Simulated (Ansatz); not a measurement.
The parent structure is HgTe in the zinc blende structure (space group F-43m, No. 216).

```
CELL_PARAMETERS angstrom
      0.00000     3.25489     3.25489
      3.25489     0.00000     3.25489
      3.25489     3.25489     0.00000
ATOMIC_POSITIONS crystal
  Hg 0.00000 0.00000 0.00000
  Te 0.25000 0.25000 0.25000
```

The values are results of PBEsol (Ansatz, a first-principles code, PAW, no SOC), not measurements.

Base values:

| Item | Value |
|---|---|
| Pressure | 0.0 GPa |
| Band gap | zero |

Now apply this change: every lattice vector is shortened by 0.50 %, atoms relaxed at fixed cell.

### Question
What does the calculation give for the energy relative to the base, pressure and band gap after the change?

### Answer
The energy rises by 1.0 meV/atom; the pressure goes from zero to 0.7 GPa; the band gap remains zero.

A case with no gap was solved on a k-mesh chosen for an insulator, which is coarse for it. With Hg and Te present, leaving out spin-orbit coupling can change the band edges. The cells carry an imposed strain or load. No phonon test of stability was made. The final runs are not spin-polarised. The zero or small gap of HgTe can change with the level of theory.
